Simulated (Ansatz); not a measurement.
**ReB2 under a change: biaxial strain +1.21 %, plane normal [001], relaxed out of plane**

The reference is ReB$_{2}$ (space group P6_3/mmc, No. 194; a = 2.8903 Å, c = 7.4536 Å). Axes: x lies along a and z along c of the hexagonal cell.

One thing is altered: biaxial strain +1.21 %, plane normal [001], relaxed out of plane (Cartesian); in-plane vectors clamped, the third vector and the atoms free.

The values are results of PBEsol (Ansatz, a first-principles code), scalar-relativistic without spin-orbit coupling, not measurements. k-mesh 18×18×7 (Γ-centred); smearing 0.05 eV (Fermi–Dirac).

```tsv
quantity	base	changed	shift
volume per atom	8.99 Å³	9.18 Å³	+0.19 Å³
space group	P6_3/mmc (No. 194)	P6_3/mmc (No. 194)	–
pressure (mean of the normal stresses, compression positive)	0.0 GPa	-6.1 GPa	-6.1 GPa
band gap	zero	zero	–
out-of-plane strain (rough)	–	-0.28 %	–
mean in-plane stress (compression positive) (rough)	–	-9.2 GPa	–
```

Final structure (turned so that z lies along the plane normal):

```
ReB2
1.0
    2.92532     0.00000     0.00000
    1.46266     2.53340     0.00000
    0.00000     0.00000     7.43262
Re B
2 4
Cartesian
  2.92532   1.68893   5.57447
  1.46266   0.84447   1.85816
  2.92532   1.68893   3.35532
  1.46266   0.84447   4.07730
  1.46266   0.84447   7.07163
  2.92532   1.68893   0.36099
```

Without a gap, meshes like the base's 18×18×7 leave anisotropic stresses uncertain by several tenths of a GPa, and small strain energies with them. No phonon test of stability was made. The final runs are not spin-polarised.
